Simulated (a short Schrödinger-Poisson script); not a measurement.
# MOS inversion layer, SiO2 on p-type Si(100)

System: MOS inversion layer, SiO2 on p-type Si(100), at 150 K.

```
layer  material  thickness (nm)  Na (cm⁻³)
-----  --------  --------------  ---------
1          SiO2             1.7          -
2            Si            1900     5.2e16
```

The device is made up for the run: typed textbook-type constants, with dimensions and the other settings drawn at random. SiO2: permittivity 3.9, conduction-band edge (eV) 3.15, gap (eV) 9, electron mass (mₑ) 0.5. Si: permittivity 11.7, conduction-band edge (eV) 0, gap (eV) 1.124, Nv at 300 K (cm⁻³) 3.1e19.

Channel valleys (confinement mass, in-plane density-of-states mass, number): Δ2 0.916, 0.19, 2; Δ4 0.19, 0.417, 4. At the gate the conduction-band edge of layer 1 lies 3.71 eV − eVg above the Fermi level of the channel; the field vanishes at the back. Gaps are held at their typed values at every temperature. Mesh 0.03 nm at interfaces.

From a short Schrödinger-Poisson script (our own, NumPy): 1D Poisson equation in equilibrium, electrons quantum, Hartree (BenDaniel-Duke, 12 states a valley, the channel's in-plane mass for all, wave functions ending at the dielectric), parabolic valleys, classical holes, full ionisation, no traps, pinning or gate leakage.

```csv
Vg (V),electrons (cm⁻²),C (μF/cm²),Δ2 E0 (meV),Δ2 E1 (meV),Δ4 E0 (meV),Δ4 E1 (meV)
0.5,9.52e6,0.0664,164.6,196.1,193.7,246.2
0.55,3.73e8,0.0689,117.0,149.1,146.6,200.1
0.6,1.33e10,0.201,70.6,103.3,100.8,155.2
0.65,1.60e11,0.853,37.7,71.8,69.3,124.9
0.7,4.83e11,1.19,22.1,58.6,56.2,113.0
0.75,8.77e11,1.33,12.9,51.9,49.7,107.4
0.8,1.30e12,1.41,6.3,47.7,45.6,104.2
0.85,1.75e12,1.45,0.9,44.7,42.7,102.1
0.9,2.21e12,1.49,-3.7,42.3,40.5,100.6
0.95,2.68e12,1.51,-7.8,40.3,38.6,99.4
1,3.15e12,1.53,-11.6,38.6,37.0,98.4
1.05,3.63e12,1.55,-15.1,37.1,35.7,97.6
1.1,4.12e12,1.57,-18.4,35.8,34.4,96.8
1.15,4.61e12,1.58,-21.7,34.5,33.2,96.2
1.2,5.10e12,1.59,-24.8,33.4,32.1,95.6
1.25,5.60e12,1.60,-27.8,32.3,31.1,95.1
1.3,6.10e12,1.61,-30.8,31.2,30.1,94.6
1.35,6.60e12,1.61,-33.7,30.2,29.2,94.2
```

Gate voltages with under 1e6 electrons/cm² are left out.

Subbands count from the Fermi level.
